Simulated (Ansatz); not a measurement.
**CdTe: pressure series**

The parent structure is CdTe in the zinc blende structure (space group F-43m, No. 216).

CdTe has the cubic space group F-43m (No. 216), the zinc blende structure, Pearson symbol cF8. Lattice parameters: a = 6.6180 Å, b = 6.6180 Å, c = 6.6180 Å, α = 90.00°, β = 90.00°, γ = 90.00°. Cd on 4a is coordinated by 4 Te at 2.866 Å (tetrahedral). Te on 4d sees 4 Cd at 2.866 Å (tetrahedral). (Neighbours: up to the widest gap in distance over summed covalent radii, below 1.35, at either atom; cation-cation and far metal-metal contacts left out.)
(The calculation used a cell of 2 atoms; values per cell refer to that cell.)

Cell and atoms are relaxed at each pressure.

Calculations: PBE (Ansatz, a quantum-chemistry and plane-wave program, PAW, without spin-orbit coupling).

Notes on the quantities. hole mass: degenerate bands, along [100].

```json
[
 {"variant": "base", "electron mass": "0.053 mₑ (at Γ)", "hole mass": "0.054, 0.57, 0.57 mₑ (at Γ)", "lattice parameter a": "6.618 Å", "band gap": "0.59 eV"},
 {"variant": "pressure −2 GPa", "electron mass": "0.039 mₑ (at Γ)", "hole mass": "0.040, 0.64, 0.64 mₑ (at Γ)", "lattice parameter a": "6.768 Å", "band gap": "0.39 eV"},
 {"variant": "pressure −1 GPa", "electron mass": "0.047 mₑ (at Γ)", "hole mass": "0.047, 0.60, 0.60 mₑ (at Γ)", "lattice parameter a": "6.687 Å", "band gap": "0.50 eV"},
 {"variant": "pressure 0.9 GPa", "electron mass": "0.057 mₑ (at Γ)", "hole mass": "0.058, 0.55, 0.55 mₑ (at Γ)", "lattice parameter a": "6.566 Å", "band gap": "0.66 eV"},
 {"variant": "pressure 2.1 GPa", "electron mass": "0.063 mₑ (at Γ)", "hole mass": "0.064, 0.53, 0.53 mₑ (at Γ)", "lattice parameter a": "6.503 Å", "band gap": "0.74 eV"},
 {"variant": "pressure 4.5 GPa", "electron mass": "0.071 mₑ (at Γ)", "hole mass": "0.072, 0.49, 0.49 mₑ (at Γ)", "lattice parameter a": "6.400 Å", "band gap": "0.89 eV"},
 {"variant": "pressure 9 GPa", "electron mass": "[?]", "hole mass": "[?]", "lattice parameter a": "[?]", "band gap": "[?]"},
 {"variant": "pressure 15 GPa", "electron mass": "0.092 mₑ (at Γ)", "hole mass": "0.094, 0.38, 0.38 mₑ (at Γ)", "lattice parameter a": "6.108 Å", "band gap": "1.32 eV"},
 {"variant": "pressure 22.5 GPa", "electron mass": "0.10 mₑ (at Γ)", "hole mass": "0.10, 0.34, 0.34 mₑ (at Γ)", "lattice parameter a": "5.973 Å", "band gap": "1.52 eV"},
 {"variant": "pressure 30 GPa", "electron mass": "0.11 mₑ (at Γ)", "hole mass": "0.11, 0.31, 0.31 mₑ (at Γ)", "lattice parameter a": "5.868 Å", "band gap": "1.68 eV"}
]
```

**Question.** Fill in the withheld entries from the trend.

**Answer.** 
- pressure 9 GPa, electron mass: 0.082 mₑ (at Γ)
- pressure 9 GPa, hole mass: 0.083, 0.43, 0.43 mₑ (at Γ)
- pressure 9 GPa, lattice parameter a: 6.252 Å
- pressure 9 GPa, band gap: 1.10 eV

Spin-orbit coupling, missing from the scalar runs, can matter with Te. Load acts through the strain it causes; cell and atoms are relaxed under it. Masses are band curvatures over ±0.01 Å⁻¹ around the edge. Stability against distortions was not tested. Measured, CdTe leaves this structure (for cinnabar) near 3.53 GPa (temperature not stated; as listed in Datta, Sujoy, Jana, Debnarayan, arXiv (2020)), on rising pressure, with hysteresis.
